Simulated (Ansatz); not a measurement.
**Hf, response to strain**

The reference is Hf in the hcp (Mg type) structure (space group P6_3/mmc, No. 194; a = 3.204 Å, c = 5.073 Å; relaxed with 0.1 eV smearing). Axes: x lies along a and z along c of the hexagonal cell.

Strains are applied to the cell and any free atomic positions relax; under biaxial strain the out-of-plane vector relaxes too.

Calculations: PBE, PAW, 420 eV (Ansatz, a first-principles code; no spin-orbit coupling).

Candidates:
(a) biaxial strain −0.50 %, plane normal [001], relaxed out of plane
(b) biaxial strain −1.50 %, plane normal [001], relaxed out of plane
(c) biaxial strain +3.00 %, plane normal [001], relaxed out of plane
(d) biaxial strain +1.00 %, plane normal [001], relaxed out of plane

### Question
Order them by out-of-plane strain, highest first.

### Answer
(b) biaxial strain −1.50 %, plane normal [001], relaxed out of plane (+1.07 %), (a) biaxial strain −0.50 %, plane normal [001], relaxed out of plane (+0.35 %), (d) biaxial strain +1.00 %, plane normal [001], relaxed out of plane (-0.68 %), (c) biaxial strain +3.00 %, plane normal [001], relaxed out of plane (-1.99 %)

Stability against distortions was not tested. The final runs are not spin-polarised.
